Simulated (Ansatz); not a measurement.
Results of r²SCAN (PAW; Ansatz, a first-principles code) for bcc Zr (high-temperature phase).

Settings: plane-wave cutoff 560 eV, 22×22×22 k mesh, Fermi–Dirac smearing 0.05 eV, scalar-relativistic PAW data made under PBE.

Cell (relaxed at this level):

Space group Im-3m (No. 229); a = b = c = 3.581 Å, α = β = γ = 90.00°

```json
[
 {"atom": "Zr", "site": "2a", "symmetry": "m-3m", "x": "0.0000", "y": "0.0000", "z": "0.0000"}
]
```
(The calculation used a cell of 1 atom; values per cell refer to that cell.)

Estimate the bulk modulus that the calculation returns.


* **bulk modulus**: 87.6 GPa

The run finds no gap.

Note: the bulk modulus is −V dP/dV from two relaxed cells at ±2 % in volume; symmetry holds this phase in the static calculation, where it need not be a minimum; held by symmetry at 0 K, a high-temperature phase can be a saddle point.

Static lattice: no zero-point or thermal effects.
